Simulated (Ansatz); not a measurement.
How far PBE and r2SCAN part for CdSe, pressure 5 GPa

The reference is CdSe in the zinc blende structure (space group F-43m, No. 216; a = 6.1964 Å).

(Cell as relaxed with PBE.)

Levels (all Ansatz, a quantum-chemistry and plane-wave program, PAW, earlier PAW set): PBE (420 eV, scalar-relativistic without spin-orbit coupling); r2SCAN (500 eV, scalar-relativistic without spin-orbit coupling).

Each level relaxes its own structure.

```
base                      PBE    r2SCAN
-------------------  --------  --------
volume per atom      29.74 Å³  28.84 Å³
lattice parameter a   6.196 Å   6.133 Å
band gap              0.49 eV   1.03 eV
```

The change: cell and atoms relaxed at a pressure of 5 GPa.

| quantity | PBE | r2SCAN |
|---|---|---|
| electron mass | 0.065 mₑ (at Γ) | … |
| volume per atom | 27.17 Å³ | … |
| band gap | 0.68 eV | … |
| gap character | direct at Γ | … |

Problem. What does r2SCAN give?

Solution. 
- electron mass, r2SCAN: 0.10 mₑ (at Γ)
- volume per atom, r2SCAN: 26.61 Å³
- band gap, r2SCAN: 1.21 eV
- gap character, r2SCAN: direct at Γ

PBE's volume per atom lies 0.56 Å³ above r2SCAN's (2.1 %); PBE's band gap lies 0.53 eV below r2SCAN's; the two agree on the gap character. Neither level is exact; r2SCAN is the comparison here, not a measurement.

Load acts through the strain it causes; cell and atoms are relaxed under it. Masses are band curvatures over ±0.01 Å⁻¹ around the edge. Stability against distortions was not tested. Tetrahedral semiconductors of this kind turn to denser phases somewhere between about 1 and 50 GPa; those were not computed, so compressed cells here can lie past the real transition.
